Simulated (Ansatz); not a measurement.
Take NiSi2 (space group Fm-3m, No. 225; a = 5.389 Å; not spin-polarised; relaxed with 0.1 eV smearing) as the base.

The values are results of r2SCAN (Ansatz, an electronic-structure program; PAW; 500 eV plane waves; scalar-relativistic without spin-orbit coupling), earlier PAW set, not measurements.

Base values:

| Item | Value |
|---|---|
| Pressure | 0.0 GPa |
| Band gap | zero |

One thing is altered: every lattice vector is stretched by 1.00 %, atoms relaxed at fixed cell.

### Question
Estimate the effect on the energy relative to the base, pressure and band gap.

### Answer
The energy goes up by 5.7 meV/atom; the pressure goes from zero to -4.5 GPa; the band gap remains zero.

The cells carry an imposed strain or load. Whether these cells are dynamically stable was not tested. Seeded moments were not kept for the base. The final runs are not spin-polarised.
